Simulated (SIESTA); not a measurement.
SIESTA run on SnMo₆Se₈ (R-3, 15 atoms in the cell): self-consistent single point.

Method of the run: GGA BLYP, numerical atomic orbitals TZP, PseudoDojo PBE standard norm-conserving potentials (rewritten from UPF to PSML) (SIESTA).

```
Sn(Mo3Se4)2
1.0
    4.83113     2.78925     3.99504
   -4.83113     2.78925     3.99504
    0.00000    -5.57850     3.99504
Sn Mo Se
1 6 8
Direct
  0.00000   0.00000   0.00000
  0.57793   0.44087   0.76183
  0.42207   0.55913   0.23817
  0.76183   0.57793   0.44087
  0.23817   0.42207   0.55913
  0.44087   0.76183   0.57793
  0.55913   0.23817   0.42207
  0.75992   0.75992   0.75992
  0.24008   0.24008   0.24008
  0.62241   0.87706   0.25272
  0.37759   0.12294   0.74728
  0.25272   0.62241   0.87706
  0.74728   0.37759   0.12294
  0.87706   0.25272   0.62241
  0.12294   0.74728   0.37759
```

Reference input (self-consistent single point, DFT, LDA PW92, numerical atomic orbitals TZP, PseudoDojo LDA standard norm-conserving potentials (rewritten from UPF to PSML)): XC.functional = LDA; XC.authors = PW92; potentials = PseudoDojo LDA standard; PAO.BasisSize = TZP; PAO.EnergyShift = 0.01 Ry; MeshCutoff = 400 Ry; kgrid.MonkhorstPack = 4 4 4; OccupationFunction = FD; ElectronicTemperature = 0.136 eV; MaxSCFIterations = 150; SCF.Mixer.Method = Pulay; SCF.Mixer.Weight = 0.25. This run's input differs from it in these lines:

```diff
@@ -1,2 +1,2 @@
-# files in the folder: Sn.psml Mo.psml Se.psml (PseudoDojo LDA standard)
+# files in the folder: Sn.psml Mo.psml Se.psml (PseudoDojo PBE standard)
 SystemName  Sn(Mo3Se4)2
@@ -36,4 +36,4 @@
 
-XC.functional                LDA
-XC.authors                   PW92
+XC.functional                GGA
+XC.authors                   BLYP
 PAO.BasisSize                TZP
```

The program printed (abridged):

```
        iscf     Eharris(eV)        E_KS(eV)     FreeEng(eV)     dDmax    Ef(eV) dHmax(eV)
   scf:    1   -39851.293604   -39918.004483   -39918.456296  1.044418 -2.200335 13.351243
   scf:    2   -39918.202445   -39937.552681   -39937.967151  0.194381 -3.536732  8.692028
   scf:    3   -39944.210934   -39943.457240   -39943.855411  0.128537 -3.263969  2.735889
   scf:    4   -39944.346716   -39944.209867   -39944.624421  0.069376 -3.496248  0.831402
   scf:    5   -39942.601541   -39943.809115   -39944.224113  0.031597 -3.410889  1.657835
   scf:    6   -39944.525464   -39944.299607   -39944.714608  0.015843 -3.505870  0.315811
   scf:    7   -39944.311228   -39944.319474   -39944.734300  0.005550 -3.528018  0.087521
   scf:    8   -39944.321669   -39944.320835   -39944.735721  0.002559 -3.526118  0.046172
   scf:    9   -39944.320530   -39944.321106   -39944.735936  0.000970 -3.520799  0.031777
   scf:   10   -39944.321221   -39944.321246   -39944.736086  0.000381 -3.522682  0.012904
   scf:   11   -39944.321232   -39944.321242   -39944.736094  0.000400 -3.522735  0.002447
   scf:   12   -39944.321241   -39944.321242   -39944.736095  0.000041 -3.522578  0.000274
SCF Convergence by DM+H criterion
max |DM_out - DM_in|         :     0.0000405054
max |H_out - H_in|      (eV) :     0.0002744797
SCF cycle converged after 12 iterations

Using DM_out to compute the final energy and forces

siesta: E_KS(eV) =           -39944.3212

siesta: E_KS - E_eggbox =    -39944.3212

siesta: Atomic forces (eV/Ang):
     1   -0.000000    0.000000   -0.000000
     2    0.058013   -0.107286   -0.004536
     3   -0.058013    0.107286    0.004536
     4    0.063903    0.103883   -0.004538
     5   -0.063903   -0.103883    0.004538
     6   -0.121917    0.003402   -0.004536
     7    0.121917   -0.003402    0.004537
     8   -0.000000   -0.000001    0.937876
     9    0.000000    0.000001   -0.937876
    10   -0.330518    0.770454    0.262680
    11    0.330518   -0.770454   -0.262680
   [... lines left out ...]
siesta: FreeEng =    -39944.736095
siesta: Cell volume =        323.004059 Ang**3
siesta:          72.93417847         33.59232027  kBar
   [... lines left out ...]
     4    -0.417267   14.417267  Mo
     5    -0.417267   14.417267  Mo
     6    -0.417267   14.417267  Mo
     7    -0.417267   14.417267  Mo
     8     0.416093   15.583907  Se
     9     0.416093   15.583907  Se
    10     0.355416   15.644584  Se
    11     0.355416   15.644584  Se
    12     0.355416   15.644584  Se
    13     0.355416   15.644584  Se
    14     0.355416   15.644584  Se
    15     0.355416   15.644584  Se
 Total    -0.000000
```

The run converged in 12 iterations. Against the reference run the pressure goes from -5.60 to 7.29 GPa and the largest force goes from 0.466 to 0.938 eV/Å. The full log also holds: “xc_check: WARNING: Pseudopotential generated with GGA PBE functional”.

The starting cell comes from a database of computed structures (which also holds hypothetical and non-ambient phases and stackings), without a prior relaxation at this level. Spin polarisation is off. Values carry the incompleteness of an atom-centred basis. With a pressure of about 7 GPa the cell is away from its equilibrium volume at this level.

Cost on one core of a shared machine: roughly 6 min.
